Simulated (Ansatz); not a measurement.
Defect: interstitial Al in corundum, charge state +3. Computed with PBE, PAW (plane waves to 420 eV; Ansatz, a first-principles code).

Cell of 120 host sites held at the relaxed PBE lattice; the Γ point alone; Fermi-Dirac width 0.01 eV, spin-restricted; finite-size errors left in. Static, classical nuclei. The charge state is imposed; whether it is stable for some Fermi level was not computed. Sites that were not tried may lie lower. The start lies 0.96 eV above the lowest site run (PBE).

Barriers: single points on a 2×2×2 k-point mesh shifted by half a step along c at the bands' geometries.

Relaxed starting cell (atoms counted from 1):

```yaml
crystal:
  lattice:
    - [9.61750, 0.00000, 0.00000]
    - [-4.80875, 8.32900, 0.00000]
    - [0.00000, 0.00000, 13.12510]
  atoms:
    - { symbol: Al, position: [0.99975, 0.99981, 0.34972] }
    - { symbol: Al, position: [0.99870, 0.49696, 0.35191] }
    - { symbol: Al, position: [0.49794, 0.00086, 0.35191] }
    - { symbol: Al, position: [0.50261, 0.50162, 0.35191] }
    - { symbol: Al, position: [0.33905, 0.17289, 0.18685] }
    - { symbol: Al, position: [0.33308, 0.66648, 0.18465] }
    - { symbol: Al, position: [0.82667, 0.16605, 0.18685] }
    - { symbol: Al, position: [0.83352, 0.66051, 0.18685] }
    - { symbol: Al, position: [0.17345, 0.33896, 0.31439] }
    - { symbol: Al, position: [0.16520, 0.82611, 0.31439] }
    - { symbol: Al, position: [0.66642, 0.33315, 0.31531] }
    - { symbol: Al, position: [0.66060, 0.83437, 0.31439] }
    - { symbol: Al, position: [0.34033, 0.17395, 0.48149] }
    - { symbol: Al, position: [0.33308, 0.66648, 0.48062] }
    - { symbol: Al, position: [0.82562, 0.16626, 0.48149] }
    - { symbol: Al, position: [0.83330, 0.65924, 0.48149] }
    - { symbol: O, position: [0.33955, 0.99915, 0.24952] }
    - { symbol: O, position: [0.35011, 0.50217, 0.24872] }
    - { symbol: O, position: [0.84667, 0.00155, 0.25277] }
    - { symbol: O, position: [0.84755, 0.49639, 0.24905] }
    - { symbol: O, position: [0.15456, 0.15290, 0.25277] }
    - { symbol: O, position: [0.15174, 0.64945, 0.24872] }
    - { symbol: O, position: [0.64853, 0.15202, 0.24906] }
    - { symbol: O, position: [0.65928, 0.66001, 0.24952] }
    - { symbol: O, position: [0.32069, 0.33566, 0.41446] }
    - { symbol: O, position: [0.31744, 0.83354, 0.41520] }
    - { symbol: O, position: [0.81859, 0.33187, 0.41500] }
    - { symbol: O, position: [0.83239, 0.84244, 0.42594] }
    - { symbol: O, position: [0.16603, 0.48379, 0.41520] }
    - { symbol: O, position: [0.15713, 0.98984, 0.42594] }
    - { symbol: O, position: [0.66769, 0.48659, 0.41500] }
    - { symbol: O, position: [0.66391, 0.98491, 0.41446] }
    - { symbol: O, position: [0.00972, 0.16717, 0.42594] }
    - { symbol: O, position: [0.01465, 0.67887, 0.41446] }
    - { symbol: O, position: [0.51297, 0.18098, 0.41500] }
    - { symbol: O, position: [0.51578, 0.68212, 0.41520] }
    - { symbol: O, position: [0.00042, 0.34029, 0.24952] }
    - { symbol: O, position: [0.99802, 0.84501, 0.25277] }
    - { symbol: O, position: [0.50317, 0.35103, 0.24905] }
    - { symbol: O, position: [0.49739, 0.84782, 0.24872] }
    - { symbol: Al, position: [0.33025, 0.16341, 0.68469] }
    - { symbol: Al, position: [0.33309, 0.66648, 0.68481] }
    - { symbol: Al, position: [0.83615, 0.16672, 0.68469] }
    - { symbol: Al, position: [0.83285, 0.66932, 0.68469] }
    - { symbol: Al, position: [0.16917, 0.34128, 0.52041] }
    - { symbol: Al, position: [0.17180, 0.83040, 0.52040] }
    - { symbol: Al, position: [0.66642, 0.33315, 0.52021] }
    - { symbol: Al, position: [0.65829, 0.82777, 0.52040] }
    - { symbol: Al, position: [0.99975, 0.99982, 0.54497] }
    - { symbol: Al, position: [0.99832, 0.49919, 0.64783] }
    - { symbol: Al, position: [0.50055, 0.00124, 0.64783] }
    - { symbol: Al, position: [0.50038, 0.49902, 0.64783] }
    - { symbol: Al, position: [0.16711, 0.33932, 0.81222] }
    - { symbol: Al, position: [0.17190, 0.83246, 0.81222] }
    - { symbol: Al, position: [0.66641, 0.33315, 0.81132] }
    - { symbol: Al, position: [0.66025, 0.82767, 0.81222] }
    - { symbol: O, position: [0.18454, 0.17289, 0.58023] }
    - { symbol: O, position: [0.17999, 0.66416, 0.58254] }
    - { symbol: O, position: [0.67956, 0.16658, 0.58269] }
    - { symbol: O, position: [0.67884, 0.66424, 0.58120] }
    - { symbol: O, position: [0.48670, 0.32000, 0.58269] }
    - { symbol: O, position: [0.48385, 0.81957, 0.58254] }
    - { symbol: O, position: [0.98508, 0.32073, 0.58120] }
    - { symbol: O, position: [0.98804, 0.81503, 0.58023] }
    - { symbol: O, position: [0.16677, 0.99613, 0.74941] }
    - { symbol: O, position: [0.15317, 0.50392, 0.75014] }
    - { symbol: O, position: [0.65545, 0.00038, 0.75053] }
    - { symbol: O, position: [0.65194, 0.49927, 0.74959] }
    - { symbol: O, position: [0.00343, 0.17052, 0.74941] }
    - { symbol: O, position: [0.99918, 0.65494, 0.75053] }
    - { symbol: O, position: [0.50029, 0.15255, 0.74959] }
    - { symbol: O, position: [0.49565, 0.64913, 0.75014] }
    - { symbol: O, position: [0.34462, 0.34412, 0.75053] }
    - { symbol: O, position: [0.35044, 0.84640, 0.75014] }
    - { symbol: O, position: [0.84701, 0.34762, 0.74959] }
    - { symbol: O, position: [0.82906, 0.83280, 0.74942] }
    - { symbol: O, position: [0.33534, 0.01449, 0.58120] }
    - { symbol: O, position: [0.33541, 0.51572, 0.58254] }
    - { symbol: O, position: [0.82667, 0.01153, 0.58023] }
    - { symbol: O, position: [0.83299, 0.51287, 0.58269] }
    - { symbol: Al, position: [0.17263, 0.34147, 0.01814] }
    - { symbol: Al, position: [0.16852, 0.82693, 0.01813] }
    - { symbol: Al, position: [0.66641, 0.33315, 0.01824] }
    - { symbol: Al, position: [0.65809, 0.83104, 0.01813] }
    - { symbol: Al, position: [0.99974, 0.99981, 0.98693] }
    - { symbol: Al, position: [0.99864, 0.49964, 0.85035] }
    - { symbol: Al, position: [0.50069, 0.00092, 0.85036] }
    - { symbol: Al, position: [0.49993, 0.49888, 0.85035] }
    - { symbol: Al, position: [0.34161, 0.16908, 0.97804] }
    - { symbol: Al, position: [0.33308, 0.66648, 0.97938] }
    - { symbol: Al, position: [0.83048, 0.17240, 0.97804] }
    - { symbol: Al, position: [0.82716, 0.65795, 0.97804] }
    - { symbol: Al, position: [0.99975, 0.99982, 0.16665] }
    - { symbol: Al, position: [0.00069, 0.49910, 0.14752] }
    - { symbol: Al, position: [0.49808, 0.99887, 0.14752] }
    - { symbol: Al, position: [0.50047, 0.50148, 0.14752] }
    - { symbol: O, position: [0.01589, 0.33600, 0.91938] }
    - { symbol: O, position: [0.00671, 0.83774, 0.91718] }
    - { symbol: O, position: [0.51545, 0.33506, 0.91679] }
    - { symbol: O, position: [0.51556, 0.83466, 0.91667] }
    - { symbol: O, position: [0.31878, 0.48400, 0.91666] }
    - { symbol: O, position: [0.31979, 0.98367, 0.91937] }
    - { symbol: O, position: [0.81930, 0.48411, 0.91679] }
    - { symbol: O, position: [0.83072, 0.99285, 0.91717] }
    - { symbol: O, position: [0.48231, 0.16507, 0.08361] }
    - { symbol: O, position: [0.48542, 0.66627, 0.08342] }
    - { symbol: O, position: [0.99349, 0.15568, 0.07811] }
    - { symbol: O, position: [0.98459, 0.66691, 0.08321] }
    - { symbol: O, position: [0.33265, 0.31755, 0.08321] }
    - { symbol: O, position: [0.33329, 0.81902, 0.08342] }
    - { symbol: O, position: [0.83449, 0.31712, 0.08361] }
    - { symbol: O, position: [0.84389, 0.83769, 0.07811] }
    - { symbol: O, position: [0.16187, 0.00608, 0.07811] }
    - { symbol: O, position: [0.18054, 0.51415, 0.08342] }
    - { symbol: O, position: [0.68201, 0.01498, 0.08321] }
    - { symbol: O, position: [0.68245, 0.51726, 0.08361] }
    - { symbol: O, position: [0.16180, 0.16883, 0.91717] }
    - { symbol: O, position: [0.16491, 0.68078, 0.91666] }
    - { symbol: O, position: [0.66450, 0.18027, 0.91679] }
    - { symbol: O, position: [0.66357, 0.67978, 0.91938] }
    - { symbol: Al, position: [0.99976, 0.99983, 0.79614] }
```
Cell charge +3.

End state 1 differs by these moves (Å; atoms that move under 0.08 Å are left out):

| atom | element | Δx | Δy | Δz |
|---|---|---|---|---|
| 1 | Al | 0.00 | 0.00 | -0.22 |
| 19 | O | 0.00 | -0.03 | -0.08 |
| 21 | O | -0.02 | 0.01 | -0.08 |
| 38 | O | 0.02 | 0.01 | -0.08 |
| 41 | Al | 0.07 | 0.03 | 0.03 |
| 43 | Al | -0.06 | 0.04 | 0.03 |
| 44 | Al | -0.01 | -0.07 | 0.03 |
| 49 | Al | 0.00 | 0.00 | -0.43 |
| 53 | Al | 0.01 | -0.08 | 0.03 |
| 54 | Al | -0.07 | 0.03 | 0.03 |
| 56 | Al | 0.06 | 0.04 | 0.03 |
| 57 | O | -0.10 | -0.09 | 0.03 |
| 64 | O | -0.03 | 0.13 | 0.03 |
| 79 | O | 0.13 | -0.04 | 0.03 |
| 85 | Al | 0.00 | 0.00 | -0.43 |
| 93 | Al | 0.00 | 0.00 | -0.22 |
| 98 | O | 0.10 | -0.09 | 0.03 |
| 104 | O | -0.13 | -0.04 | 0.03 |
| 117 | O | 0.03 | 0.13 | 0.03 |
| 121 | Al | 0.00 | 0.00 | -1.22 |

Task: What is the computed forward and backward barriers to end state 1 (PBE, PAW)?

Result: forward 0.26 eV, backward 0.26 eV; at the saddle point atom 121 has neighbours 3 O at 1.69 Å. The program found a first-order saddle point.
